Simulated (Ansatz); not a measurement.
Take AlRu in the CsCl type structure (space group Pm-3m, No. 221; a = 2.9770 Å; relaxed with 0.1 eV smearing) as the base. Axes: x, y, z lie along the cube axes.

All numbers come from PBEsol (Ansatz, a quantum-chemistry and plane-wave program, PAW, no spin-orbit coupling).

The change: compressive biaxial strain of 1.00 % in the plane normal to [001], as in epitaxy on a mismatched substrate; the out-of-plane cell vector and the atoms relax.

What does the calculation give for the energy relative to the base after the change?

The energy goes up by 2.9 meV/atom.

How does this affect the in-plane stress?

The mean in-plane stress (compression positive) amounts to +3.6 GPa.

How does this affect the out-of-plane strain?

The out-of-plane strain is +0.97 %.

No phonon test of stability was made. All final runs are without spin polarisation.
